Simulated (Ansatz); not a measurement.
Ansatz (an electronic-structure program) run on InSe (Cm, 4 atoms in the cell): self-consistent single point.

Method: PBEsol, default PAW files made with PBE (plane waves; Ansatz).

The change in words: lattice scaled by 0.98; basis.ecutwfc: 420 eV → 145 eV. Reference geometry:
```yaml
crystal:
  lattice:
    - [5.85553, -2.06492, 0.00000]
    - [5.85553, 2.06492, 0.00000]
    - [-1.73185, 0.00000, 4.79521]
  atoms:
    - { symbol: In, position: [0.11334, 0.11334, 0.96359] }
    - { symbol: In, position: [0.88820, 0.88820, 0.04684] }
    - { symbol: Se, position: [0.33907, 0.33907, 0.33104] }
    - { symbol: Se, position: [0.66093, 0.66093, 0.66896] }
```

Reference input (self-consistent single point, DFT, PBEsol, plane waves, default PAW files made with PBE): basis.ecutwfc = 420 eV; kpoints.mp_grid.grid = 5 5 3; hamiltonian.xc = pbesol; hamiltonian.pseudopotentials = {kind: paw} (the program's default PAW files); scf.occupations.method = fixed. This run's input differs from it in these lines:

Ansatz 0.2 input:
```diff
@@ -2,12 +2,12 @@
   lattice:
-    - [5.85552700, -2.06492300, 0.00000000]
-    - [5.85552700, 2.06492300, 0.00000000]
-    - [-1.73184800, 0.00000000, 4.79520900]
+    - [5.73841600, -2.02362500, 0.00000000]
+    - [5.73841600, 2.02362500, 0.00000000]
+    - [-1.69721100, 0.00000000, 4.69930500]
   atoms:
-    - { symbol: In, position_ang: [-0.34143194, -0.00000000, 4.62060105] }
-    - { symbol: In, position_ang: [10.32063840, -0.00000000, 0.22460759] }
-    - { symbol: Se, position_ang: [3.39755612, -0.00000000, 1.58740599] }
-    - { symbol: Se, position_ang: [6.58164988, 0.00000000, 3.20780301] }
+    - { symbol: In, position_ang: [-0.33460336, -0.00000000, 4.52818921] }
+    - { symbol: In, position_ang: [10.11422482, -0.00000000, 0.22011545] }
+    - { symbol: Se, position_ang: [3.32960470, 0.00000000, 1.55565793] }
+    - { symbol: Se, position_ang: [6.45001630, 0.00000000, 3.14364707] }
 basis:
-  ecutwfc: 420.0
+  ecutwfc: 145.0
 kpoints:
```

Log, with long lists cut:

```
SCF iter   1: F=—  HF=-21770.668191 eV  |F-HF|=—  |Δ(HF+E_count)|=         —  Δρ=2.75e-1  dr2=4.96e1  ethr=1.77e-3  ⟨swp⟩=4.0  Hψ=2454  notcnv=0  defer=82
all-band conjugate gradients solve this SCF's bands
preconditioner: auto → Resta (q_TF=auto, 2.455 Å⁻¹)
SCF iter   2: F=—  HF=-21740.922210 eV  |F-HF|=—  |Δ(HF+E_count)|=    2.97e1  Δρ=1.20e-1  dr2=8.18e0  ethr=1.77e-3  ⟨swp⟩=3.0  Hψ=2331  notcnv=0  defer=75
   [... lines left out ...]
SCF iter   6: F=—  HF=-21735.019468 eV  |F-HF|=—  |Δ(HF+E_count)|=   1.61e-4  Δρ=1.97e-4  dr2=5.37e-5  ethr=8.30e-7  ⟨swp⟩=2.0  Hψ=1021  notcnv=0  defer=36
SCF iter   7: F=—  HF=-21735.019833 eV  |F-HF|=—  |Δ(HF+E_count)|=   3.65e-4  Δρ=2.62e-5  dr2=7.31e-7  ethr=9.27e-8  ⟨swp⟩=2.0  Hψ=1260  notcnv=0  defer=35
SCF iter   8: F=—  HF=-21735.019833 eV  |F-HF|=—  |Δ(HF+E_count)|=   1.88e-7  Δρ=1.00e-5  dr2=2.04e-7  ethr=1.72e-10  ⟨swp⟩=9.4  Hψ=3437  notcnv=0
SCF iter   9: F=-21735.019833 eV  HF=-21735.019833 eV  |F-HF|=1.20e-8  |Δ(HF+E_count)|=   2.50e-8  Δρ=3.51e-6  dr2=2.24e-8  ethr=1.72e-10  ⟨swp⟩=3.1  Hψ=2034  notcnv=0
SCF 1 converged in 9 iterations: F = -21735.019833 eV  dr2 = 2.24e-8
Free energy (F): -21735.019833 eV
Internal energy: -21735.019833 eV  (E = F + TS)
E sigma→0 (E₀):  -21735.019833 eV
Fermi energy:    7.334830 eV
--- Forces (eV/Å), atoms counted from 1 ---
  atom   1  In    -3.13952240     0.00000000     0.47382148
  atom   2  In     3.12600348     0.00000000    -0.90902083
  atom   3  Se     0.01482714     0.00000000     3.16904383
  atom   4  Se    -0.00124882     0.00000000    -2.73399800
--- Stress (GPa, compression-positive) ---
       19.012425       0.000000       0.401890
        0.000000       6.832234      -0.000000
        0.401890      -0.000000       4.020789
  P = ⅓ Tr σ = 9.9551 GPa (99.551 kbar)
  The stress holds the Pulay correction. Without it, at fixed plane waves, as pw.x and ABINIT print it: P = -825.8417 GPa
```

The run converged in 9 iterations. Against the reference run the free energy rises by 41.5 eV/atom, the pressure goes from -1.88 to 9.96 GPa, the largest force goes from 0.258 to 3.255 eV/Å and the gap on the mesh goes from 1.343 to 0.825 eV.

The starting cell comes from a database of computed structures (which also holds hypothetical and non-ambient phases and stackings), without a prior relaxation at this level. Its lattice was rescaled by up to half a per cent. One atom was moved a little off its site on purpose. For this run, on top of that: lattice scaled by 0.98. Forces in this geometry exceed 1 eV/Å. Ansatz's pressure includes its estimate of the finite-basis (Pulay) stress. Without the estimate this run gives -825.84 GPa. The cutoff lies below the one recommended for these files.
